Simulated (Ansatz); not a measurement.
Worked calculations on one periodic cell of amorphous Al$_{28}$O$_{43}$Zn: Al28O43Zn, 72 atoms, volume 789.4 Å³, made by a melt-quench on the CHGNet potential and relaxed with DFT. O atoms were pushed apart under 1.9 Å during the dynamics, to hinder bonds among them. It is a model cell: composition and starting density were chosen by hand, and all elements were melted together. Cycles of charging were run to anneal it. All values below come from PBE, scalar-relativistic without spin-orbit coupling (plane waves to 420 eV, PAW; Ansatz, a first-principles code). Sampling: a 2×2×2 Γ-centred mesh; Fermi-Dirac width 0.02 eV; no spin polarisation. Its volume was held where the quench left it, its shape was free, and it stands at a mean pressure of 1.0 GPa with stress components up to 1.1 GPa; the relaxation ran on the zone centre alone. Its density went from a set 3.17 to 3.17 g/cm³. The cell is small and was quenched far faster than a real film, so it is one sample of the glass.

Question: Count formal charges (Al +3, O -2, Zn +2). What does the count lead one to expect at the Fermi level, and what does the calculation give?

Answer: 28 × (+3) + 43 × (-2) + 1 × (+2) = 0. The charges balance, so the anion-derived valence states can be full and a gap can open. On this mesh the highest filled and lowest empty level lie 2.97 eV apart, the PBE gap of this cell, with a localised state at one edge or both.

Four energies for an added electron at PBE on the zone centre alone (charged cells in a uniform background, spin-polarised): neutral at the neutral geometry -42862.300 eV; charged at the neutral geometry -42853.832 eV; charged and relaxed -42854.147 eV; neutral at the charged geometry -42861.474 eV.

Question: Find the two relaxation energies and their sum, the reorganisation energy.

Answer: On charging: -42853.832 − (-42854.147) = 0.315 eV. On discharging: -42861.474 − (-42862.300) = 0.826 eV. The sum is 1.141 eV. The carrier's level spreads over 10 of the 72 atoms' worth, so it counts as partly localised, most on one Zn atom with neighbours O 1.93 Å, O 1.96 Å, O 2.00 Å, O 2.11 Å (neutral geometry). The values are uncorrected: the image energy of a point charge in this cell, 2.84 × 14.40 / (2 × 9.2) = 2.2 eV before screening, is screened by electrons alone at the fixed geometry and by ions too after relaxing, and the carrier can be spread before it relaxes, so each term can be off by up to that value times 1/ε∞, some tenths of an eV. PBE's self-interaction favours spread-out carriers, so a hybrid can localise more.
